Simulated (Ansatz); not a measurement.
Take Ge2Sb2Te5 (space group Cm, No. 8; a = 13.685 Å, b = 6.109 Å, c = 9.651 Å, α = 90.00°, β = 133.99°, γ = 90.00°; a cell from a computed database, its experimental status unchecked) as the base.

(Cell as relaxed with PBE.)

Levels (all Ansatz, a program for electronic structure, PAW): PBE (420 eV, no SOC); PBEsol (420 eV, no spin-orbit coupling).

Each level relaxes its own structure.

```tsv
quantity	PBE	PBEsol
volume per atom	32.25 Å³	___
space group	Cm (No. 8)	___
band gap	zero	___
```

**Question.** Given the PBE results, estimate those of PBEsol.

**Answer.** 
- volume per atom, PBEsol: 29.90 Å³
- space group, PBEsol: Cm (No. 8)
- band gap, PBEsol: zero

PBE's volume per atom lies 2.35 Å³ above PBEsol's (7.8 %); the two agree on the space group and band gap. Neither level is exact; PBEsol is the comparison here, not a measurement.

With Sb and Te present, leaving out spin-orbit coupling can change the band edges. Stability against distortions was not tested. All final runs are without spin polarisation. Gaps under 0.05 eV, about the width of the smearing, are given as zero. The zero or small gap of Ge2Sb2Te5 can change with the level of theory.
